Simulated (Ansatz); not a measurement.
The starting structures come from a database of crystals and need not be the phases stable at ambient conditions.

 Where the default PAW files enter, the runs use the earlier of Ansatz's two default sets.

Tunnelling through a barrier is set by its complex band structure: the current falls as exp(−2κd) with the smallest κ.

Consider the following.

```
Ca3AsCl3
1.0
    5.75617     0.00000     0.00000
    0.00000     8.14045     0.00000
    0.00000     4.07023     4.07023
Ca As Cl
3 1 3
Direct
  0.00000   0.50000   0.50000
  0.00000   0.00000   0.50000
  0.50000   0.00000   0.00000
  0.00000   0.00000   0.00000
  0.50000   0.50000   0.50000
  0.50000   0.00000   0.50000
  0.00000   0.50000   0.00000
```

Space group of this cell: Pm-3m. The cell is taken as given.

Transport runs along the normal of the first two printed cell vectors, the (110) plane of the conventional cell.

The gap is the functional's own, uncorrected, and κ follows it; spin-orbit coupling is left out. Mid-gap values are interpolated between the computed energies.

### Question
State the band gap and the smallest decay constant κ at mid-gap according to r2SCAN (Ansatz, a quantum-chemistry and plane-wave program).

### Answer
Gap 2.19 eV on a 8×8×8 mesh; κ = 0.197 1/Å, at the zone centre.
